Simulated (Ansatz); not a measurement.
ZnGaNO (model structure, started from the AlSiCN type, P3m1, No. 156, 4 atoms in the cell) was calculated with PBEsol+SOC (Ansatz, a quantum-chemistry and plane-wave program, plane waves, PAW).

Run with plane-wave cutoff 520 eV, 12×12×8 k mesh (along the axes of the cell as run), Fermi–Dirac smearing 0.01 eV, PAW data made under PBE.

Cell (relaxed with PBEsol):

Space group P3m1 (No. 156); a = b = 3.1956 Å, c = 5.2201 Å, α = β = 90.00°, γ = 120.00°

| atom | site | symmetry | x | y | z |
|---|---|---|---|---|---|
| Ga | 1b | 3m. | 0.3333 | 0.6667 | 0.5074 |
| Zn | 1c | 3m. | 0.6667 | 0.3333 | 0.9911 |
| O | 1b | 3m. | 0.3333 | 0.6667 | 0.1384 |
| N | 1c | 3m. | 0.6667 | 0.3333 | 0.6131 |

Question: What does this level give for the band gap?

Answer: 
- band gap = 1.25 eV (direct)

Note: the relaxation could raise the start's symmetry but not lower it, so the cell can be a saddle point.

Static lattice: no zero-point or thermal effects.

Cost on a shared machine: very roughly 3.0 core-minutes.

A model structure was made by putting elements into a prototype or built by hand; it is no filed structure, need not be a known phase, and can be a saddle point held by its symmetry.
